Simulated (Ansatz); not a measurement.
**Effect of W → Pb on W**

Consider W in the bcc (W type) structure (space group Im-3m, No. 229; a = 3.170 Å).

The change: full substitution W → Pb, then cell and atoms are relaxed.

Method: plane-wave PAW DFT at the r2SCAN level (Ansatz, a program for electronic structure, 500 eV), no spin-orbit coupling, earlier PAW set. k-mesh 17×17×17 (Γ-centred); smearing 0.05 eV (Fermi–Dirac), for the changed cell.

```json
[
 {"quantity": "volume per atom", "base": "15.93 Å³", "changed": "31.11 Å³", "shift": "+15.187 Å³"},
 {"quantity": "density", "base": "19.17 g/cm³", "changed": "11.06 g/cm³", "shift": "-8.11 g/cm³"},
 {"quantity": "space group", "base": "Im-3m (No. 229)", "changed": "Im-3m (No. 229)", "shift": "–"},
 {"quantity": "shortest interatomic distance", "base": "2.745 Å", "changed": "3.432 Å", "shift": "+0.687 Å"},
 {"quantity": "band gap", "base": "zero", "changed": "zero", "shift": "–"}
]
```

Final structure:

```xyz
1
Lattice="-1.9813 1.9813 1.9813 1.9813 -1.9813 1.9813 1.9813 1.9813 -1.9813" Properties=species:S:1:pos:R:3 pbc="T T T"
Pb     0.0000     0.0000     0.0000
```

Cost of the whole job for the changed cell (relaxation, final SCF and bands): roughly 60 core-seconds.

Whether these cells are dynamically stable was not tested. For Pb in this form, whether it has been made was not checked. All final runs are without spin polarisation. This is not the structure that Pb has at room temperature and ambient pressure.
